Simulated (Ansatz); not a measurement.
The reference is ZnGeP₂ in the chalcopyrite structure (space group I-42d, No. 122).

```
CELL_PARAMETERS angstrom
     -2.71210     2.71210     5.35473
      2.71210    -2.71210     5.35473
      2.71210     2.71210    -5.35473
ATOMIC_POSITIONS crystal
  Zn 0.75000 0.25000 0.50000
  Zn 0.00000 0.00000 0.00000
  Ge 0.25000 0.75000 0.50000
  Ge 0.50000 0.50000 0.00000
  P  0.12667 0.12500 0.50167
  P  0.62333 0.62500 0.49833
  P  0.37500 0.87333 0.99833
  P  0.87500 0.37667 0.00167
```

Cartesian axes are those of the cell as printed.

The values are results of Ansatz (a first-principles code) PBEsol, spin-orbit coupling left out, not measurements.

For the base:

Band gap: 1.07 eV
Gap character: indirect, Γ → M–S (33 % along)

Now apply this change: the cell is compressed by 2.45 % along z with no lateral relaxation, atoms relaxed at fixed cell.

Estimate the effect on the band gap, energy relative to the base, stress and gap character.

The band gap drops by 0.11 eV (1.07 eV → 0.96 eV); the energy rises by 4.9 meV/atom; the stress (xx, yy, zz, yz, xz, xy; compression positive) comes out as (1.63, 1.63, 3.29, 0.00, 0.00, 0.00) GPa; the gap character goes from indirect, Γ → M–S (33 % along) to indirect, Γ → k = (0.111, 0.111, -0.111) in the run's primitive reciprocal basis.

The cells carry an imposed strain or load. Whether these cells are dynamically stable was not tested.
